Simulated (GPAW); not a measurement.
Band structure of Mg6AlCd (Amm2, 8 atoms in the cell).

```
Mg6AlCd
1.0
    5.07313     0.00000     0.00000
    0.00000     3.13382     5.46912
    0.00000    -3.13382     5.46912
Mg Al Cd
6 1 1
Cartesian
  0.00000  -1.56491   6.38563
  0.00000   1.56491   6.38563
  0.00000   0.00000   3.64276
  2.53656  -1.58346   4.54046
  2.53656   1.58346   4.54046
  2.53656   0.00000   1.82603
  0.00000   0.00000   9.14480
  2.53656   0.00000   7.28705
```

Computed with PBEsol, GPAW PAW datasets PBEsol (made by gpaw-setup) (plane waves; GPAW 25.7.0).

Settings: mode = pw; ecut = 850 eV; xc = PBEsol; kpts = 3 3 3; mesh shift (steps) = 0 0 0; occupations.name = fermi-dirac; occupations.width = 0.1 eV; nbands = -12; convergence.density = 1e-05 e/electron; convergence.energy = 1e-05 eV/electron; symmetry.symmorphic = false; symmetry.tolerance = 0.0005; maxiter = 150; bandpath_npoints = 40.

The starting cell comes from a database of computed structures (which also holds hypothetical and non-ambient phases and stackings), without a prior relaxation at this level.

Levels in eV from the Fermi level, bands 34 to 41:
```
point     34     35     36     37     38     39     40     41
-----  -----  -----  -----  -----  -----  -----  -----  -----
Γ      -2.32  -2.16  -2.10  -2.04  -1.23   2.08   2.62   2.72
X      -0.91  -0.89  -0.85  -0.15  -0.04  -0.02   0.24   0.35
S      -1.11  -0.61  -0.44  -0.22   0.70   0.79   1.32   1.34
R      -2.48  -2.33  -2.27  -2.16   1.72   2.23   2.25   2.48
A      -4.07  -4.04  -0.23   0.16   0.37   0.75   1.09   1.38
Z      -1.70  -1.54  -1.35  -1.23  -1.07  -1.00  -0.45  -0.18
Y      -1.01  -0.76  -0.57  -0.15   0.59   0.82   1.08   1.40
X1     -0.91  -0.89  -0.85  -0.15  -0.04  -0.02   0.24   0.35
A1     -4.07  -4.04  -0.23   0.16   0.37   0.75   1.09   1.38
T      -2.47  -2.26  -2.21  -2.08   1.63   2.09   2.41   2.57
```

Bands cross the Fermi level along this path, so the cell is metallic at this level.
